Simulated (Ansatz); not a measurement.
Ansatz (a first-principles code) run on CaMg2 (P1, 12 atoms in the cell): self-consistent single point.

Computed with r2SCAN, default PAW files made with PBE (plane waves; Ansatz).

```
CELL_PARAMETERS angstrom
      6.26130     0.00000     0.00000
     -3.13065     5.42244     0.00000
      0.00000     0.00000    10.15730
ATOMIC_POSITIONS crystal
  Ca 0.33362 0.66550 0.06369
  Ca 0.66568 0.33947 0.55812
  Ca 0.32651 0.66829 0.43430
  Ca 0.66142 0.33001 0.93626
  Mg 0.00458 0.00503 0.99408
  Mg 0.00393 0.00184 0.50389
  Mg 0.83827 0.64904 0.24992
  Mg 0.16978 0.82587 0.75070
  Mg 0.32966 0.17068 0.24698
  Mg 0.16120 0.33625 0.75208
  Mg 0.83827 0.18205 0.25631
  Mg 0.66707 0.82596 0.75369
```

Reference input (self-consistent single point, DFT, LDA (PW92), plane waves, default PAW files made with PBE): kpoints.mp_grid.grid = 4 4 3; hamiltonian.xc = lda; hamiltonian.pseudopotentials = {kind: paw} (the program's default PAW files); scf.occupations.method = cold; scf.occupations.width = 0.01 Ry. This run's input differs from it in these lines:

Ansatz 0.2 input:
```diff
@@ -22,3 +22,3 @@
 hamiltonian:
-  xc: lda
+  xc: r2scan
   pseudopotentials:
```

Output (repeated stretches shortened):

```
SCF iter   1: F=—  HF=-22699.172701 eV  |F-HF|=—  |Δ(HF+E_count)|=         —  Δρ=6.06e-3  dr2=7.80e-2  dr2_τ=7.92e-3  ethr=1.77e-3  ⟨swp⟩=12.3  Hψ=9029  notcnv=0
all-band conjugate gradients solve this SCF's bands
preconditioner: auto → Kerker (q_TF=auto, 2.288 Å⁻¹)
SCF iter   2: F=—  HF=-22699.298865 eV  |F-HF|=—  |Δ(HF+E_count)|=   1.26e-1  S|Δr|=    0.00e0  Δρ=2.80e-3  dr2=2.58e-2  dr2_τ=4.49e-4  ethr=6.50e-5  ⟨swp⟩=2.0  Hψ=3928  notcnv=0  defer=102
   [... lines left out ...]
SCF iter   6: F=—  HF=-22699.296344 eV  |F-HF|=—  |Δ(HF+E_count)|=   2.48e-4  S|Δr|=    0.00e0  Δρ=1.18e-5  dr2=1.05e-6  dr2_τ=2.31e-8  ethr=5.67e-9  ⟨swp⟩=2.0  Hψ=3388  notcnv=0  defer=102
SCF iter   7: F=—  HF=-22699.296344 eV  |F-HF|=—  |Δ(HF+E_count)|=   6.18e-8  S|Δr|=    0.00e0  Δρ=3.69e-6  dr2=1.03e-7  dr2_τ=1.61e-9  ethr=8.76e-10  ⟨swp⟩=2.0  Hψ=2119  notcnv=0  defer=102
SCF iter   8: F=-22699.296344 eV  HF=-22699.296344 eV  |F-HF|=2.58e-10  |Δ(HF+E_count)|=   3.18e-8  S|Δr|=    0.00e0  Δρ=1.36e-6  dr2=1.30e-8  dr2_τ=1.81e-10  ethr=8.33e-11  ⟨swp⟩=11.6  Hψ=7855  notcnv=0
SCF 1 converged in 8 iterations: F = -22699.296344 eV  dr2 = 1.30e-8
Stability not checked (fill_not_monotonic)
Free energy (F): -22699.296344 eV
Internal energy: -22699.282242 eV  (E = F + TS)
E sigma→0 (E₀):  -22699.291643 eV
Entropy (-TS):   -0.014102 eV (-1.175 meV/atom)
Fermi energy:    5.412490 eV
--- Forces (eV/Å), atoms counted from 1 ---
  atom   1  Ca     0.02526330     0.04360407    -0.07378323
  atom   2  Ca     0.01863455    -0.09007469     0.10932779
  atom   3  Ca     0.15904162     0.04103383     0.15809630
  atom   4  Ca     0.07066754     0.01969811     0.04522453
   [... lines left out ...]
  atom  12  Mg    -0.16144385    -0.00745412    -0.11397710
--- Stress (GPa, compression-positive) ---
       -0.668288      -0.081030       0.029539
       -0.081030      -0.560218      -0.019575
        0.029539      -0.019575      -0.029754
  P = ⅓ Tr σ = -0.4194 GPa (-4.194 kbar)
  The stress holds the Pulay correction. Without it, at fixed plane waves, as pw.x and ABINIT print it: P = -0.4418 GPa
```

The run converged in 8 iterations. Against the reference run the pressure goes from -2.39 to -0.42 GPa and the largest force goes from 0.380 to 0.485 eV/Å. The full log also holds: “WARN basis.ecutwfc = 500 eV, the default”.

The starting cell comes from a database of published, mostly measured structures (it also holds non-ambient and calculated ones), without a prior relaxation at this level. Its atoms were displaced at random from the sites of space group no. 194. Ansatz's pressure includes its estimate of the finite-basis (Pulay) stress.

Cost on one core of a shared machine: roughly 80 s.
